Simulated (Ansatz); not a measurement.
Base system: Ti3Al (space group P6_3/mmc, No. 194).

```xyz
8
Lattice="5.7471 0.0000 0.0000 -2.8736 4.9772 0.0000 0.0000 0.0000 4.6315" Properties=species:S:1:pos:R:3 pbc="T T T"
Ti     2.8736     3.2832     1.1579
Ti    -1.4065     4.1302     3.4736
Ti     1.4670     0.8470     1.1579
Ti     0.0000     1.6940     3.4736
Ti     4.2801     0.8470     1.1579
Ti     1.4065     4.1302     3.4736
Al     0.0000     3.3181     1.1579
Al     2.8736     1.6591     3.4736
```

Cartesian axes are those of the cell as printed.

Computed with r2SCAN/PAW in Ansatz (an electronic-structure program), scalar-relativistic without spin-orbit coupling.

For the base:

| Quantity | Value |
|---|---|
| Shortest interatomic distance | 2.813 Å |
| Pressure | 0.0 GPa |

The change: uniaxial strain ε_yy = −1.37 %, all other strain components held at zero, atoms relaxed at fixed cell.

**Question.** What does the calculation give for the largest internal atomic displacement, energy relative to the base, shortest interatomic distance and pressure after the change?

**Answer.** The largest internal atomic displacement comes out as 0.018 Å; the energy grows by 2.0 meV/atom; the shortest interatomic distance falls by 0.023 Å (2.813 Å → 2.790 Å); the pressure (mean of the normal stresses, compression positive) goes from zero to 1.7 GPa.

No phonon test of stability was made. The final runs are not spin-polarised.
